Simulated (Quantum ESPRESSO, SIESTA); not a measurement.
**Pressure against volume in cubic perovskite BaZrO3 (space group 221) (SIESTA, LDA)**

```xyz
5
Lattice="4.0270 0.0000 0.0000 0.0000 4.0270 0.0000 0.0000 0.0000 4.0270" Properties=species:S:1:pos:R:3 pbc="T T T"
Ba     0.0000     0.0000     0.0000
Zr     2.0135     2.0135     2.0135
O      2.0135     0.0000     2.0135
O      0.0000     2.0135     2.0135
O      2.0135     2.0135     0.0000
```

Computed with SIESTA with LDA PW92, numerical atomic orbitals TZP, PseudoDojo LDA standard norm-conserving potentials (rewritten from UPF to PSML). Settings: XC.functional = LDA; XC.authors = PW92; potentials = PseudoDojo LDA standard; PAO.BasisSize = TZP; PAO.EnergyShift = 0.01 Ry; MeshCutoff = 520 Ry; kgrid.MonkhorstPack = 8 8 8; OccupationFunction = FD; ElectronicTemperature = 116.05 K; MaxSCFIterations = 150; SCF.Mixer.Method = Pulay; SCF.Mixer.Weight = 0.25; SCF.Mixer.History = 8; SCF.DM.Tolerance = 1.0E-05. The cell above is the first row's. The rows scale it uniformly. In all rows fractional positions and the k mesh are held.

| V (Å^3/atom) | P (GPa) |
|---|---|
| 13.061 | 21.41 |
| 13.345 | 16.05 |
| 13.629 | 11.09 |
| 13.913 | 6.66 |
| 14.197 | 2.66 |
| 14.481 | -1.05 |
| 14.765 | -4.34 |
| 15.049 | -7.34 |
| 15.333 | ? |

Fit P against V with a cubic, and predict the withheld value at V = 15.333.

With u = V - 14.1, the rows have u = -1.0390, -0.7550, -0.4710, -0.1870, 0.0970, 0.3810, 0.6650, 0.9490. Least squares gives P = 3.962 - 13.9923·u + 2.4363·u² - 0.2558·u³. Residuals (row less fit): -0.007, 0.025, -0.030, -0.005, 0.033, -0.020, 0.001, 0.001; standard error 0.028 (degrees of freedom: 4). The fitted pressure is zero at V0 = 14.40, where dP/dV = -12.61, so B0 = -V0·dP/dV = 182 GPa. At the withheld row, u = 1.2330, so P = 3.962 - 13.9923 × 1.2330 + 2.4363 × 1.2330² - 0.2558 × 1.2330³ = -10.066 GPa. The calculation gives -10.10 GPa, 0.034 GPa below the prediction (0.1 % of the range of P in the table). The row lies outside the fitted rows, so this is an extrapolation. From the scatter of the fitted rows alone, a prediction at this place has a standard error of 0.074 GPa, so the miss is 0.5 times that.

Carrying the step between the two nearest rows on in a straight line would have given -10.34, off by 0.24; series whose last step already gives the withheld value aren't shown. The scan was laid around a cell of about the measured size, scaled by a guess for this functional. The runs keep the symmetry of the cell, so they don't test it for distortions. A plane-wave scan with the same functional (Quantum ESPRESSO, GBRV) gives V0 = 14.34 Å^3/atom and B0 = 175 GPa; a Birch-Murnaghan fit to all rows here lies 0.4 % from it in V0 and 4 % in B0; the two differ in basis, and may differ in potentials and mesh. The LDA file for Ba was generated anew from PseudoDojo's inputs, some of which were changed. Values carry the incompleteness of an atom-centred basis. Spin-orbit coupling is off. Cutoffs and mesh are single choices, not tested for convergence of this quantity. Series with a scatter that would blur these digits, or in which a gap closes, are not shown.
